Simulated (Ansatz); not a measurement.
# A computed series for Al2O3: pressure series

Consider Al2O3 in the corundum structure (space group R-3c, No. 167).

```xyz
10
Lattice="2.4044 1.3882 4.3746 -2.4044 1.3882 4.3746 0.0000 -2.7764 4.3746" Properties=species:S:1:pos:R:3 pbc="T T T"
Al     0.0000     0.0000     4.6216
Al     0.0000     0.0000     1.9404
Al     0.0000     0.0000     8.5023
Al     0.0000     0.0000    11.1835
O     -0.9321     1.3882     7.6556
O     -0.7362    -1.5013     7.6556
O      1.6682     0.1131     7.6556
O      0.9321    -1.3882     5.4683
O      0.7362     1.5013     5.4683
O     -1.6682    -0.1131     5.4683
```

Cell and atoms are relaxed at each pressure.

Level of theory: PBE (Ansatz, a quantum-chemistry and plane-wave program; PAW; 420 eV plane waves; no spin-orbit coupling).

```csv
pressure (GPa),volume per atom (Å³/atom)
-2,8.839
-1,8.799
0,8.761
0.9,8.727
2.1,?
4.5,8.598
15,8.267
22.5,8.064
30,7.883
```

### Question
Fit the third-order Birch–Murnaghan form P(V) = (3B₀/2)[(V₀/V)^(7/3) − (V₀/V)^(5/3)]·[1 + (3/4)(B₀′ − 4)((V₀/V)^(2/3) − 1)] (squares taken in P) to the rows shown and predict the withheld row.

### Answer
Least squares on the printed values gives V₀ = 8.761 Å³/atom, B₀ = 230 GPa, B₀′ = 4.0; this predicts 8.683 Å³/atom, and the run gives 8.683 Å³/atom, in agreement.

Load acts through the strain it causes; cell and atoms are relaxed under it. Stability against distortions was not tested. No other phases were tried under pressure.
